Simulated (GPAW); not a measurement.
**Converging shifted k-point meshes: Rh (Fm-3m, 1 atom in the cell)**

```xyz
1
Lattice="0.0000 1.9095 1.9095 1.9095 0.0000 1.9095 1.9095 1.9095 0.0000" Properties=species:S:1:pos:R:3 pbc="T T T"
Rh     0.0000     0.0000     0.0000
```

Level of theory: PBE, GPAW PAW datasets PBE (gpaw-data 1.0.1) (plane waves; GPAW 25.7.0).

Base settings: mode = pw; ecut = 550 eV; xc = PBE; kpts = 13 13 13; mesh shift (steps) = 0 0 0; occupations.name = fermi-dirac; occupations.width = 0.1 eV; nbands = -5; convergence.forces = 0.001 eV/Å; symmetry.symmorphic = false.

In this ladder: kpts_shift = 0.5 0.5 0.5.

Only quantities that move along the ladder and can be compared are tabulated.

The count of work is k-points × plane waves × bands × iterations; it is no time. Core times come from one kind of shared machine, to one figure; runs under 30 s give none.

The starting cell has typed, rounded lattice constants, without a prior relaxation at this level. Its lattice was rescaled by up to half a per cent. Spin polarisation is off. In the base run, with a pressure of about 5 GPa the cell is away from its equilibrium volume at this level.

```csv
kpts,free energy less the last step's (meV/atom),pressure (GPa),count of work / last,core time / last (rough)
3 3 3,98.13,6.57,0.0015,–
4 4 4,11.78,4.93,0.0023,–
5 5 5,-5.86,4.59,0.0051,–
6 6 6,6.59,4.42,0.0065,–
7 7 7,-2.05,4.46,0.010,–
9 9 9,-0.47,4.51,0.020,–
11 11 11,-0.31,4.45,0.035,–
14 14 14,-0.15,4.51,0.066,0.07
17 17 17,-0.07,4.50,0.13,0.1
21 21 21,0.00,4.51,0.21,0.3
26 26 26,0.00,4.51,0.39,0.5
32 32 32,0.00,4.51,0.71,0.7
36 36 36,0.00,4.51,1.0,1
```

Coarsest kpts that holds the free energy within 1 meV/atom of the last step, with all finer ones: 9 9 9, at 0.020 of the last step's count of work; the step before is off by 2.1 meV/atom.

Coarsest kpts that holds the pressure within 0.5 GPa of the last step, with all finer ones: 4 4 4, at 0.0023 of the last step's count of work; the step before is off by 2.1 GPa.
